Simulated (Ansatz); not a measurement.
Take PbSe in the rock salt structure (space group Fm-3m, No. 225) as the base.

```cif
data_PbSe
_chemical_formula_sum 'Pb1 Se1'
_space_group_name_H-M_alt 'P 1'
_space_group_IT_number 1
_cell_length_a 4.39664
_cell_length_b 4.39664
_cell_length_c 4.39664
_cell_angle_alpha 60.000
_cell_angle_beta 60.000
_cell_angle_gamma 60.000
loop_
_space_group_symop_operation_xyz
  'x, y, z'
loop_
_atom_site_label
_atom_site_type_symbol
_atom_site_fract_x
_atom_site_fract_y
_atom_site_fract_z
_atom_site_occupancy
Pb1 Pb 0.00000 0.00000 0.00000 1
Se1 Se 0.50000 0.50000 0.50000 1
```

Level of theory: DFT with PBE, PAW potentials and a 420 eV plane-wave cutoff in Ansatz (a quantum-chemistry and plane-wave program), no spin-orbit coupling.

For the base:

The width of the top valence band is 2.92 eV. The band gap is 0.43 eV and the hole mass comes out as 0.18 mₑ along k, 0.11 mₑ across (at L).

It is then changed as follows: an isotropic linear strain of −1.00 %; the atoms relax in the strained cell.

Task: Estimate the effect on the width of the top valence band, band gap and hole mass.

Result: The width of the top valence band grows by 0.205 eV (2.92 eV → 3.12 eV); the band gap falls by 0.09 eV (0.43 eV → 0.34 eV); the hole mass changes from 0.18 mₑ along k, 0.11 mₑ across (at L) to 0.14 mₑ along k, 0.10 mₑ across (at L).

Spin-orbit coupling, missing from the scalar runs, can matter with Pb. Effective masses come from finite differences of ±0.01 Å⁻¹. Along k means along the line from Γ to the band edge. Stability against distortions was not tested.
